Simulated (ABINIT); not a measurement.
**Equation of state of rock-salt TiC (space group 225): energy against volume (ABINIT, LDA)**

```yaml
crystal:
  lattice:
    - [0.00000, 2.08080, 2.08080]
    - [2.08080, 0.00000, 2.08080]
    - [2.08080, 2.08080, 0.00000]
  atoms:
    - { symbol: Ti, position: [0.00000, 0.00000, 0.00000] }
    - { symbol: C, position: [0.50000, 0.50000, 0.50000] }
```

Level of theory: LDA (PW92), norm-conserving pseudopotentials (PseudoDojo nc-sr-04 LDA standard) (plane waves; ABINIT). Settings: pseudos = [Ti.upf, C.upf]; ecut = 55 Ha; ixc = 7; occopt = 3; tsmear = 0.00183747 Ha; ngkpt = 24 24 24; nshiftk = 1; shiftk = 0 0 0; potentials = PseudoDojo nc-sr-04 LDA standard; nband = 13; kptopt = 1; nstep = 50; tolvrs = 1e-10. The cell above is the first row's. The rows scale it uniformly. In all rows fractional positions and the k mesh are held. E is the free energy at the stated smearing, counted from the lowest row.

```
V (Å^3/atom)  E (meV/atom)
------------  ------------
9.0092               45.92
9.2051               21.96
9.4010                6.94
9.5968                0.00
9.7927                0.36
9.9885                7.33
10.1844              20.27
10.3802              38.60
10.5761                  ?
```

Question: Fit E against V with the third-order Birch-Murnaghan form, a cubic in V^(-2/3), and predict the withheld value at V = 10.5761.

Answer: With u = V^(-2/3) - 0.220, the rows have u = 0.010963, 0.007674, 0.004500, 0.001436, -0.001527, -0.004391, -0.007165, -0.009850. Least squares gives E = -0.690 - 86.25·u + 395973·u² - 25587·u³. Residuals (row less fit): -0.002, 0.004, 0.002, -0.003, -0.005, 0.004, 0.004, -0.002; standard error 0.005 (degrees of freedom: 4). Its minimum lies at u = 0.000109, so V0 = (0.220109)^(-3/2) = 9.684. There d²E/du² = 791900 and d³E/du³ = -153500, so B0 = (4/9) × 9.684^(-7/3) × 791900 × 0.160218 = 282 GPa (the last factor turns the table's units into GPa), and B0' = 4 + (2/3) × 0.220109 × (-153500)/791900 = 4.0. The program's pressures in the fitted runs (not shown) pass through zero at V = 9.68, 0.00 % from this V0. At the withheld row, u = -0.012453, so E = -0.690 - 86.25 × (-0.012453) + 395973 × (-0.012453)² - 25587 × (-0.012453)³ = 61.840 meV/atom. The calculation gives 61.81 meV/atom, 0.030 meV/atom below the prediction (under 0.05 % of the range of E in the table). The row lies outside the fitted rows, so this is an extrapolation. From the scatter of the fitted rows alone, a prediction at this place has a standard error of 0.012 meV/atom, so the miss is 2.4 times that.

Carrying the step between the two nearest rows on in a straight line would have given 56.94, off by 4.87; series whose last step already gives the withheld value aren't shown. The scan was laid around a cell of about the measured size, scaled by a guess for this functional. The runs keep the symmetry of the cell, so they don't test it for distortions. Spin polarisation is off. Cutoffs and mesh are single choices, not tested for convergence of this quantity. Series with a scatter that would blur these digits, or in which a gap closes, are not shown. Nor are scans whose minimum lies at an end fitted in this form.
